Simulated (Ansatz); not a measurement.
The reference is Bi$_{2}$Se$_{3}$ in the Bi2Te3 type structure (space group R-3m, No. 166; a = 4.1446 Å, c = 29.2658 Å (hexagonal axes)). Axes: x lies along a and z along c of the hexagonal cell.

Method: r2SCAN+rVV10 (Ansatz, a program for electronic structure; PAW; 500 eV plane waves; spin-orbit coupling left out).

One thing is altered: uniaxial strain ε_zz = +2.75 %, all other strain components held at zero; the atoms relax in the strained cell.

Q: Predict the stress tensor and what it implies for the stiffness.

A: Stress of the strained cell less that of the base (GPa, compression positive):
```
  -0.42    0.00    0.00
   0.00   -0.42    0.00
   0.00    0.00   -0.77
```

Then −Δσ_ii/ε with ε = 0.0275 gives secant stiffness values (nonlinear terms included at this strain): C33 ≈ 28 GPa, C13 ≈ 15 GPa and C23 ≈ 15 GPa.

No phonon test of stability was made.
